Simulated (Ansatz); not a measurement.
We consider CsSnI3 (P4/mbm, No. 127, 10 atoms in the cell; start COD 4117958; high-temperature phase), described by r²SCAN+rVV10 (Ansatz, a program for electronic structure, PAW).

Numerical settings: plane-wave cutoff 560 eV, 4×4×6 k mesh (along the axes of the cell as run), Fermi–Dirac smearing 0.01 eV, scalar-relativistic PAW data made under PBE.

Cell (relaxed at this level):

CsSnI3 has the tetragonal space group P4/mbm (No. 127), Pearson symbol tP10. Cell: a = b = 8.5689 Å, c = 6.2588 Å, α = β = γ = 90.00°. I1 on 2a has 2 Sn at 3.129 Å and 4 Cs at 4.284 Å (octahedral). I2 on 4h is coordinated by 2 Sn at 3.101 Å and 2 Cs at 3.923 Å and 2 Cs at 4.841 Å. Sn on 2b is coordinated by 6 I at 3.101–3.129 Å (octahedral). Cs on 2d is surrounded by 4 I at 3.923 Å and 4 I at 4.284 Å and 4 I at 4.841 Å. (Neighbours: up to the widest gap in distance over summed covalent radii, below 1.35, at either atom; cation-cation and far metal-metal contacts left out.)

Q: Predict the band gap and Γ–Γ gap.

A: 
* **band gap**: 0.47 eV
* **Γ–Γ gap**: 1.93 eV

Note: held by symmetry at 0 K, a high-temperature phase can be a saddle point.

Spin–orbit coupling is not included; with these elements it can move the gap by several tenths of an eV or more.

Computed values are for the static lattice.

It cost around 11 core-minutes (rough) of CPU time.
